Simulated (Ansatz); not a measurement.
The starting structures come from a database of crystals and need not be the phases stable at ambient conditions.

Tunnelling through a barrier is set by its complex band structure: the current falls as exp(−2κd) with the smallest κ.

Input:

```
ZrO2
1.0
    4.01520     0.00000     0.00000
    0.00000     4.01520     0.00000
    2.00760    -2.00760     5.34588
Zr O
2 4
Direct
  0.00000   0.00000   0.00000
  0.25000   0.25000   0.50000
  0.20161   0.79839   0.59678
  0.45161   0.04839   0.09678
  0.04839   0.45161   0.90322
  0.79839   0.20161   0.40322
```

Space group of this cell: I4_1/amd, anatase. The cell is taken as given.

Transport runs along the normal of the first two printed cell vectors, the (001) plane of the conventional cell.

The gap is the functional's own. No spin-orbit coupling. Mid-gap values are interpolated on the energy grid.

Task: Give the band gap and the smallest decay constant κ at mid-gap that Ansatz (a first-principles code) with r2SCAN yields.

Result: Gap 4.49 eV on a 8×8×8 mesh; κ = 0.467 1/Å, at the zone centre.
